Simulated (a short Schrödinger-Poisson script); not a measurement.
Structure: MOS inversion layer, HfO2 on p-type Ge(111), at 300 K.

```csv
layer,material,thickness (nm),Na (cm⁻³)
1,HfO2,9.8,-
2,Ge,770,2.9e17
```

Constants are typed, rounded textbook-type inputs, not results; the design itself was drawn at random and stands for no fabricated device. HfO2: permittivity 22, conduction-band edge (eV) 1.5, gap (eV) 5.7, electron mass (mₑ) 0.2. Ge: permittivity 16, conduction-band edge (eV) 0, gap (eV) 0.664, Nv at 300 K (cm⁻³) 6e18.

Channel valleys (confinement mass, in-plane density-of-states mass, number): L1 1.59, 0.08, 1; L3 0.09, 0.34, 3. At the gate the conduction-band edge of layer 1 lies 1.73 eV − eVg above the Fermi level of the channel; the field vanishes at the back. Gaps are held at their typed values at every temperature. Mesh 0.03 nm at interfaces.

From a short Schrödinger-Poisson script (our own, NumPy): 1D Poisson equation in equilibrium, electrons quantum, Hartree (BenDaniel-Duke, 12 states a valley, the channel's in-plane mass for all, wave functions ending at the dielectric), parabolic valleys, classical holes, full ionisation, no traps, pinning or gate leakage.

The same stack at other levels of the model or other numerical settings:

```csv
run,sheet density of all electrons at Vg = 1.05 V (cm⁻²),sheet density of all electrons at Vg = 0.45 V (cm⁻²),capacitance at Vg = 1.05 V (μF/cm²),centroid of the channel electrons at Vg = 1.05 V (nm),rough cost against the base
base,5.84e12,5.96e11,1.53,2.30,about 1
"electrons treated as classical, Boltzmann",7.52e12,1.06e12,1.85,0.74,0.04
"electrons treated as classical, Fermi-Dirac",7.02e12,1.02e12,1.70,1.09,0.2
mesh six times as coarse,5.85e12,5.97e11,1.53,2.29,0.3
one subband a valley,5.71e12,5.50e11,1.51,2.31,0.5
```

The classical rows ignore confinement, and Boltzmann statistics overrate the density once the band edge passes the Fermi level.

Only the L valleys are kept; under strong confinement the Δ valleys of Ge fill too.
